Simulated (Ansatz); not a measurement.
Start from ZnS in the wurtzite structure (space group P6_3mc, No. 186; a = 3.8453 Å, c = 6.3052 Å). Axes: x lies along a and z along c of the hexagonal cell.

Method: Ansatz (a program for electronic structure), PBE, PAW, cutoff 420 eV, no spin-orbit coupling.

Base values:

| Quantity | Value |
|---|---|
| Volume per atom | 20.18 Å³ |
| Electron mass | 0.16 mₑ along c, 0.18 mₑ across (at Γ) |

Perturbation: biaxial strain +0.60 %, plane normal [001], relaxed out of plane (Cartesian); in-plane vectors clamped, the third vector and the atoms free.

Problem. How does this affect the volume per atom and electron mass?

Solution. The volume per atom grows by 0.175 Å³, from 20.18 Å³ to 20.36 Å³; the electron mass becomes 0.16 mₑ out of plane, 0.18 mₑ in plane (at Γ) (base: 0.16 mₑ along c, 0.18 mₑ across (at Γ)).

The levels and masses belong to the bands next to the band gap. Effective masses come from finite differences of ±0.01 Å⁻¹. No phonon test of stability was made.
